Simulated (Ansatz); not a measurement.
Input and output of a self-consistent single point for TiGa3 (I4mm, 4 atoms in the cell) (Ansatz, an electronic-structure program).

Method of the run: LDA (PW92), default PAW files made with PBE (plane waves; Ansatz).

```xyz
4
Lattice="-1.8748 1.8748 4.3553 1.8748 -1.8748 4.3553 1.8748 1.8748 -4.3553" Properties=species:S:1:pos:R:3 pbc="T T T"
Ti     0.0000     0.0000     0.0500
Ga     0.0000     1.8748     2.1777
Ga     1.8748     0.0000     2.1777
Ga     0.0000     0.0000     4.3553
```

Reference input (self-consistent single point, DFT, LDA (PW92), plane waves, default PAW files made with PBE): basis.ecutwfc = 420 eV; kpoints.mp_grid.grid = 10 10 10; hamiltonian.xc = lda; hamiltonian.pseudopotentials = {kind: paw} (the program's default PAW files); scf.occupations.method = gaussian; scf.occupations.width = 0.1 eV. This run's input differs from it in these lines:

Ansatz 0.2 input:
```diff
@@ -15,3 +15,3 @@
   mp_grid:
-    grid: [10, 10, 10]
+    grid: [8, 8, 8]
 hamiltonian:
```

The program printed (abridged):

```
SCF iter   1: F=—  HF=-13572.999376 eV  |F-HF|=—  |Δ(HF+E_count)|=         —  Δρ=8.49e-3  dr2=3.69e-2  ethr=1.77e-3  ⟨swp⟩=5.6  Hψ=7396  notcnv=0
all-band conjugate gradients solve this SCF's bands
preconditioner: auto → Kerker (q_TF=auto, 2.646 Å⁻¹)
SCF iter   2: F=—  HF=-13572.994094 eV  |F-HF|=—  |Δ(HF+E_count)|=   5.28e-3  Δρ=3.87e-3  dr2=9.46e-3  ethr=7.23e-5  ⟨swp⟩=3.0  Hψ=3535  notcnv=0  defer=9
   [... lines left out ...]
SCF iter   4: F=—  HF=-13572.992660 eV  |F-HF|=—  |Δ(HF+E_count)|=   2.78e-4  Δρ=4.31e-4  dr2=1.05e-4  ethr=8.24e-7  ⟨swp⟩=2.0  Hψ=2969  notcnv=0  defer=9
SCF iter   5: F=—  HF=-13572.992636 eV  |F-HF|=—  |Δ(HF+E_count)|=   2.43e-5  Δρ=9.08e-5  dr2=5.77e-6  ethr=2.05e-7  ⟨swp⟩=2.3  Hψ=3118  notcnv=0  defer=9
SCF iter   6: F=—  HF=-13572.992637 eV  |F-HF|=—  |Δ(HF+E_count)|=   1.39e-6  Δρ=1.31e-5  dr2=1.19e-7  ethr=1.13e-8  ⟨swp⟩=2.0  Hψ=2961  notcnv=0  defer=11
SCF iter   7: F=-13572.992637 eV  HF=-13572.992637 eV  |F-HF|=2.82e-8  |Δ(HF+E_count)|=   4.66e-9  Δρ=5.35e-6  dr2=1.42e-8  ethr=1.96e-10  ⟨swp⟩=7.4  Hψ=7447  notcnv=0
SCF 1 converged in 7 iterations: F = -13572.992637 eV  dr2 = 1.42e-8
Free energy (F): -13572.992637 eV
Internal energy: -13572.985285 eV  (E = F + TS)
E sigma→0 (E₀):  -13572.988961 eV
Entropy (-TS):   -0.007352 eV (-1.838 meV/atom)
Fermi energy:    12.826715 eV
--- Forces (eV/Å), atoms counted from 1 ---
  atom   1  Ti    -0.00000000    -0.00000000    -0.26508770
  atom   2  Ga     0.00000000     0.00000000     0.16327585
  atom   3  Ga    -0.00000000     0.00000000     0.16327585
  atom   4  Ga     0.00000000    -0.00000000    -0.06144789
--- Stress (GPa, compression-positive) ---
       -4.266546       0.000000      -0.000000
        0.000000      -4.266546       0.000000
       -0.000000      -0.000000      -4.418056
  P = ⅓ Tr σ = -4.3170 GPa (-43.170 kbar)
  The stress holds the Pulay correction. Without it, at fixed plane waves, as pw.x and ABINIT print it: P = -4.3599 GPa
```

The run converged in 7 iterations. Against the reference run the free energy stays essentially unchanged (within 1 meV/atom), the pressure stays near -4.32 GPa while the zz stress (positive for compression) goes from -4.02 to -4.42 GPa and the largest force moves little (0.269 to 0.265 eV/Å).

The starting cell comes from a database of computed structures (which also holds hypothetical and non-ambient phases and stackings), without a prior relaxation at this level. Its lattice was rescaled by up to half a per cent. One atom was moved a little off its site on purpose. Spin polarisation is off. With a pressure of about -4 GPa the cell is away from its equilibrium volume at this level. Ansatz's pressure includes its estimate of the finite-basis (Pulay) stress.
